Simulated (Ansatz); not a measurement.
# Pressure series in CuI

Take CuI in the zinc blende structure (space group F-43m, No. 216; a = 6.023 Å) as the base.

Cell and atoms are relaxed at each pressure.

Computed with Ansatz (a quantum-chemistry and plane-wave program), r2SCAN, PAW, cutoff 500 eV, no spin-orbit coupling.

```csv
pressure (GPa),volume per atom (Å³/atom)
-2,28.760
-1,27.973
0,27.309
0.9,26.784
2.1,26.167
4.5,25.140
9,?
15,22.290
22.5,21.013
```

Problem. Fit the third-order Birch–Murnaghan form P(V) = (3B₀/2)[(V₀/V)^(7/3) − (V₀/V)^(5/3)]·[1 + (3/4)(B₀′ − 4)((V₀/V)^(2/3) − 1)] (squares taken in P) to the rows shown and predict the withheld row.

Solution. Least squares on the printed values gives V₀ = 27.309 Å³/atom, B₀ = 44.1 GPa, B₀′ = 5.1; this predicts 23.688 Å³/atom, and the run gives 23.685 Å³/atom, 0.003 lower.

Measured bulk modulus of CuI: 36.6 GPa (temperature not stated; as listed in Abhijith M. Gopakumar et al., Physical Chemistry Chemical Physics (2017)); the computed value is for a static lattice, so the two differ by thermal effects too.

Load acts through the strain it causes; cell and atoms are relaxed under it. No phonon test of stability was made. Tetrahedral semiconductors of this kind turn to denser phases somewhere between about 1 and 50 GPa; those were not computed, so compressed cells here can lie past the real transition. All final runs are without spin polarisation.
